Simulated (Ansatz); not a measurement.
# cubic BaZrO3 (1 1 0) on zinc-blende GaSb (1 1 0) (film strained to the substrate, started from cuts of the bulks and a machine-learned relaxation; metallic at this level, with no gap by band count; slabs Ga6Sb6 and Ba4Zr4O10, which can lie off the formulas)

A periodic stack without vacuum, cubic BaZrO3 (1 1 0) on zinc-blende GaSb (1 1 0) (film strained to the substrate, started from cuts of the bulks and a machine-learned relaxation; metallic at this level, with no gap by band count; slabs Ga6Sb6 and Ba4Zr4O10, which can lie off the formulas): substrate slab Ga6Sb6, film Ba4Zr4O10, surface cells [[0, -1], [1, -1]] and [[1, 0], [1, 1]], film strained by +3.9 and +3.9 %, outermost planes GaSb/GaSb and BaOZr/BaOZr as cut, which need not be the usual terminations and can put a slab off its formula.

The start was prepared with a machine-learned potential, and the result is one local minimum, with the in-plane cell held and forces under 0.04 eV/Å; the film can end far from its bulk form.

Computed with PBE (plane waves to 420 eV, PAW; Ansatz, an electronic-structure program). No spin–orbit coupling; the runs are not spin-polarised. Its k-point mesh 6×4×1, Fermi–Dirac width 0.05 eV.

interface area: 27.3 Å²
period: 24.81 Å
heights between the nearest atoms of the two slabs at the two interfaces: 2.15 and 2.26 Å
Ba–Sb contacts across the interfaces within 1.22 times the sum of covalent radii: 4, mean 3.67 Å
Ga–Zr contacts across the interfaces within 1.22 times the sum of covalent radii: 2, mean 3.32 Å
Sb–Zr contacts across the interfaces within 1.22 times the sum of covalent radii: 2, mean 2.89 Å
Ba–Ga contacts across the interfaces within 1.22 times the sum of covalent radii: 1, mean 3.45 Å

```yaml
crystal:
  lattice:
    - [4.39160, 0.00172, 0.12769]
    - [4.39335, 6.21216, -0.08134]
    - [1.46602, -1.88503, 24.93771]
  atoms:
    - { symbol: Ga, position: [0.76523, 0.95280, 0.14405] }
    - { symbol: Ga, position: [0.80538, 0.45751, 0.04073] }
    - { symbol: Ga, position: [0.58463, 0.04580, 0.31980] }
    - { symbol: Ga, position: [0.67204, 0.50175, 0.23001] }
    - { symbol: Ga, position: [0.72678, 0.85129, 0.43652] }
    - { symbol: Ga, position: [0.54450, 0.54064, 0.40367] }
    - { symbol: Sb, position: [0.60449, 0.15801, 0.05185] }
    - { symbol: Sb, position: [0.51783, 0.70215, 0.13992] }
    - { symbol: Sb, position: [0.42103, 0.25253, 0.23005] }
    - { symbol: Sb, position: [0.34149, 0.78881, 0.31936] }
    - { symbol: Sb, position: [0.28376, 0.29506, 0.41639] }
    - { symbol: Sb, position: [0.23595, 0.80821, 0.50597] }
    - { symbol: Ba, position: [0.35017, 0.14147, 0.59270] }
    - { symbol: Zr, position: [0.33155, 0.63916, 0.60773] }
    - { symbol: O, position: [0.87277, 0.62116, 0.61135] }
    - { symbol: Ba, position: [0.69824, 0.72772, 0.72001] }
    - { symbol: Zr, position: [0.72760, 0.20196, 0.71372] }
    - { symbol: O, position: [0.06554, 0.89758, 0.66179] }
    - { symbol: O, position: [0.62456, 0.34945, 0.64172] }
    - { symbol: O, position: [0.24600, 0.19262, 0.71317] }
    - { symbol: Ba, position: [0.09851, 0.26450, 0.82857] }
    - { symbol: Zr, position: [0.11039, 0.75879, 0.83325] }
    - { symbol: O, position: [0.42466, 0.48530, 0.76951] }
    - { symbol: O, position: [0.91790, 0.98902, 0.77610] }
    - { symbol: O, position: [0.63303, 0.75032, 0.83235] }
    - { symbol: Ba, position: [0.46935, 0.83770, 0.94958] }
    - { symbol: Zr, position: [0.49146, 0.30252, 0.94457] }
    - { symbol: O, position: [0.84227, 0.01747, 0.89403] }
    - { symbol: O, position: [0.30947, 0.54523, 0.89488] }
    - { symbol: O, position: [0.08599, 0.26185, 0.93101] }
```
